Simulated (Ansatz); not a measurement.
## HfB2: response to strain

Take HfB$_{2}$ (space group P6/mmm, No. 191; relaxed with 0.1 eV smearing) as the base.

```
CELL_PARAMETERS angstrom
      3.12780     0.00000     0.00000
     -1.56390     2.70875     0.00000
      0.00000     0.00000     3.44608
ATOMIC_POSITIONS crystal
  Hf 0.00000 0.00000 0.00000
  B  0.33333 0.66667 0.50000
  B  0.66667 0.33333 0.50000
```

Cartesian axes are those of the cell as printed.

Strains are applied to the cell and any free atomic positions relax; under biaxial strain the out-of-plane vector relaxes too; under stress the whole cell relaxes.

Computed with PBEsol in Ansatz (plane waves to 420 eV, PAW, scalar-relativistic without spin-orbit coupling).

Notes on the quantities. energy relative to the base: free energy F.

| variant | energy relative to the base | space group | volume per atom |
|---|---|---|---|
| base | 0 meV/atom | P6/mmm (No. 191) | 9.73 Å³ |
| biaxial strain +4.12 %, plane normal [001], relaxed out of plane | – | P6/mmm (No. 191) | (withheld) |
| isotropic strain −1.42 % | (withheld) | P6/mmm (No. 191) | 9.32 Å³ |
| isotropic strain −0.64 % | +3.0 meV/atom | P6/mmm (No. 191) | 9.55 Å³ |
| uniaxial stress, 8 GPa tension along z | (withheld) | P6/mmm (No. 191) | 9.85 Å³ |
| tensor shear ε_yz = +2.55 % | +22 meV/atom | C2/m (No. 12) | 9.73 Å³ |
| tensor shear ε_xz = +2.52 % | (withheld) | C2/m (No. 12) | 9.73 Å³ |

### Question
What belongs in the blanks?

### Answer

- biaxial strain +4.12 %, plane normal [001], relaxed out of plane, volume per atom: 10.31 Å³
- isotropic strain −1.42 %, energy relative to the base: +15 meV/atom
- uniaxial stress, 8 GPa tension along z, energy relative to the base: +4.8 meV/atom
- tensor shear ε_xz = +2.52 %, energy relative to the base: +21 meV/atom

Beyond what the load breaks, stability against distortions was not tested. The final runs are not spin-polarised.

Ansatz is a first-principles code.
